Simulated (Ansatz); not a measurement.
# Worked sum: formation energy of the neutral 2 H_i in SiO2 (P4₁2₁2)

Subject: the formation energy of the neutral 2 H_i in SiO2 (P4₁2₁2). Reaction: 32 SiO2 (P4₁2₁2) + H2 (gas) → cell A.

A: a supercell of 96 sites of SiO2 (P4₁2₁2) with two times H off the lattice sites (1 H at 0.75 Å); the closest two of these centres are 0.7 Å apart; spin state with PBE: run without spin.

Setting: static, neutral cells in Ansatz (PAW) whose structures rest at the PBE level. Ansatz (an electronic-structure program) runs with its default PAW set. Other levels take these structures. The lattices are those relaxed with PBE, so at other levels the solids can be strained, which adds to the spread. Larger cells are relaxed from a start prepared with the learned potential CHGNet, on a coarser mesh till forces fall under 0.03 eV/Å, which some starts already meet. A dispersion term (D3(BJ), or D4 for r2SCAN) was computed beside these levels and is taken off wherever the name lacks it. Mesh and cell size may move defect energies by 0.1 eV or more. The value holds for the reservoirs listed; other chemical potentials shift it. Cell A has symmetry C2 within 0.02 Å and got no random move, so less symmetric positions, which may lie lower, weren't tried.

Total energies of the cells in eV, at zero smearing width. They compare only within one column; the weights balance every element.

```tsv
cell	atoms	weight	r2SCAN	PBE+D3(BJ)
A: SiO2:2 H_i	98	+1	-56993.53543	-56813.46986
SiO2 (P4₁2₁2)	96	−1	-56961.80358	-56781.83710
H2 (gas)	2	−1	-31.88989	-31.74691
```

r2SCAN: (-56993.53543) − (-56961.80358) − (-31.88989) = 0.158 eV.

PBE+D3(BJ): (-56813.46986) − (-56781.83710) − (-31.74691) = 0.114 eV.
